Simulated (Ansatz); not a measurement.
The starting structures come from a database of crystals and need not be the phases stable at ambient conditions.

Evanescent states of KSb4F13 (I-4, not sure to be the ambient phase, 18 atoms a cell, 16.3 Å³ an atom, -2 GPa at this level) along the normal of (100)

Calculation: PBEsol (plane waves, PAW; Ansatz, an electronic-structure program).

The gap is the functional's own. No spin-orbit coupling. Mid-gap values are interpolated on the energy grid.

Energies count from the valence-band top; κ is the least over a 6×4 mesh across the current.

| E (eV) | κ (1/Å) | where |
|---|---|---|
| 0.11 | 0.329 | Γ |
| 0.33 | 0.461 | Γ |
| 0.55 | 0.534 | Γ |
| 0.77 | 0.585 | Γ |
| 0.99 | 0.595 | off Γ |
| 1.21 | ___ | off Γ |
| 1.43 | ___ | off Γ |
| 1.65 | ___ | off Γ |
| 1.87 | ___ | off Γ |
| 2.09 | ___ | Γ |
| 2.31 | ___ | Γ |
| 2.53 | ___ | Γ |
| 2.75 | ___ | Γ |
| 2.97 | ___ | Γ |
| 3.19 | ___ | Γ |
| 3.41 | ___ | Γ |
| 3.63 | 0.464 | Γ |
| 3.85 | 0.430 | Γ |
| 4.07 | 0.388 | Γ |
| 4.29 | 0.332 | Γ |
| 4.51 | 0.209 | off Γ |

Task: Fill in the missing entries.

Result: 
- 1.21, κ (1/Å): 0.599
- 1.43, κ (1/Å): 0.601
- 1.65, κ (1/Å): 0.601
- 1.87, κ (1/Å): 0.599
- 2.09, κ (1/Å): 0.593
- 2.31, κ (1/Å): 0.581
- 2.53, κ (1/Å): 0.568
- 2.75, κ (1/Å): 0.554
- 2.97, κ (1/Å): 0.536
- 3.19, κ (1/Å): 0.516
- 3.41, κ (1/Å): 0.493
